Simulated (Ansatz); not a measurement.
**Bulk modulus of Mo₃Ru (model structure, started from the Cu3Au type, Pm-3m, No. 221, 4 atoms in the cell) at several levels of theory**

No measured value is used here.

```
level (code)     value (GPa)  cell (Å³/atom)
---------------  -----------  --------------
LDA (Ansatz)             295           14.65
PBE (Ansatz)             259           15.39
PBEsol (Ansatz)          281           14.92
r²SCAN (Ansatz)          274           15.19
```

LDA, PBE, PBEsol, r²SCAN: the run has no spin polarisation, so it can have missed a magnetic state. LDA, PBE, PBEsol, r²SCAN: the bulk modulus is −V dP/dV from two relaxed cells at ±2 % in volume. Each level is taken at its own relaxed cell. Cutoffs differ between the levels. Ansatz's density-functional and Hartree–Fock values are scalar-relativistic unless marked +SOC, with PAW data made under PBE.

A model structure was made by putting elements into a prototype or built by hand; it is no filed structure, need not be a known phase, and can be a saddle point held by its symmetry.

Ansatz is an electronic-structure program.
